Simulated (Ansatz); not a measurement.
Consider TiB$_{2}$ (space group P6/mmm, No. 191; a = 2.994 Å, c = 3.160 Å). Axes: x lies along a and z along c of the hexagonal cell.

Level of theory: LDA/PAW in Ansatz (a program for electronic structure), spin-orbit coupling left out.

Strains are applied to the cell and any free atomic positions relax.

One change was made to it. Results:

The energy rises by 12 meV/atom; the pressure (mean of the normal stresses, compression positive) goes from zero to 0.6 GPa.

Question: Which change produced these results?
A) tensor shear ε_xz = +0.29 %
B) tensor shear ε_xz = +2.00 %
C) tensor shear ε_xz = +1.43 %

Answer: B, tensor shear ε_xz = +2.00 %. For comparison, the energy relative to the base in the other runs: tensor shear ε_xz = +1.43 % gives +6.0 meV/atom; tensor shear ε_xz = +0.29 % gives +0.2 meV/atom.

A case with no gap was solved on a k-mesh chosen for an insulator, which is coarse for it. Without a gap, meshes like the base's 13×13×10 leave anisotropic stresses uncertain by several tenths of a GPa, and small strain energies with them. No phonon test of stability was made. The final runs are not spin-polarised.
